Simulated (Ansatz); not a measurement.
Take Cu in the fcc (Cu type) structure (space group Fm-3m, No. 225; a = 3.564 Å) as the base. Axes: x, y, z lie along the cube axes.

Computed with PBEsol (Ansatz, an electronic-structure program), scalar-relativistic without spin-orbit coupling.

Strains are applied to the cell and any free atomic positions relax; under biaxial strain the out-of-plane vector relaxes too.

One change was made to it. Results:

| quantity | base | after |
|---|---|---|
| pressure (mean of the normal stresses, compression positive) | 0.0 GPa | 0.9 GPa |
| energy relative to the base (free energy F) | 0 meV/atom | +0.2 meV/atom |

Question: Name the change that was made.
(A) uniaxial strain ε_zz = −0.54 %
(B) biaxial strain −0.98 %, plane normal [111], relaxed out of plane
(C) uniaxial strain ε_zz = −2.20 %

Answer: A, uniaxial strain ε_zz = −0.54 %. For comparison, the energy relative to the base in the other runs: uniaxial strain ε_zz = −2.20 % gives +3.8 meV/atom; biaxial strain −0.98 %, plane normal [111], relaxed out of plane gives +2.4 meV/atom.

Without a gap, meshes like the base's 22×22×22 leave anisotropic stresses uncertain by several tenths of a GPa, and small strain energies with them. Stability against distortions was not tested. The final runs are not spin-polarised.
